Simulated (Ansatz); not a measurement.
ZnWO₄, treated with PBEsol (Ansatz, a first-principles code, PAW).

Run with plane-wave cutoff 520 eV, 10×8×10 k mesh (along the axes of the cell as run), Fermi–Dirac smearing 0.03 eV, no spin polarisation, scalar-relativistic PAW data made under PBE.

Starting structure:

```xyz
12
Lattice="4.6986 0.0000 0.0000 0.0000 5.7293 0.0000 -0.0530 0.0000 4.9364" Properties=species:S:1:pos:R:3 pbc="T T T"
W     -0.0132     1.0461     1.2341
W     -0.0397     4.6832     3.7023
Zn     2.3361     3.9188     1.2341
Zn     2.3096     1.8105     3.7023
O      0.9695     0.6021     4.6220
O      3.6496     0.6021     2.7827
O      3.6761     5.1272     0.3144
O      0.9960     5.1272     2.1538
O      1.1840     2.1640     1.9726
O      3.4881     2.1640     0.4956
O      3.4616     3.5653     2.9638
O      1.1575     3.5653     4.4408
```

**Question.** Into what structure does the relaxation of cell and atoms lead at this level, with the symmetry of the start kept?

**Answer.** The volume decreases by 1.5 %; final space group P2/c.
```xyz
12
Lattice="4.6647 0.0000 0.0013 0.0000 5.7154 0.0000 -0.0513 0.0000 4.9072" Properties=species:S:1:pos:R:3 pbc="T T T"
W     -0.0128     1.0365     1.2268
W     -0.0385     4.6788     3.6804
Zn     2.3195     3.8742     1.2274
Zn     2.2939     1.8411     3.6810
O      0.9643     0.6043     4.5875
O      3.6234     0.6043     2.7746
O      3.6491     5.1111     0.3209
O      0.9899     5.1111     2.1339
O      1.1802     2.1495     1.9780
O      3.4588     2.1495     0.4769
O      3.4332     3.5659     2.9305
O      1.1546     3.5659     4.4316
```
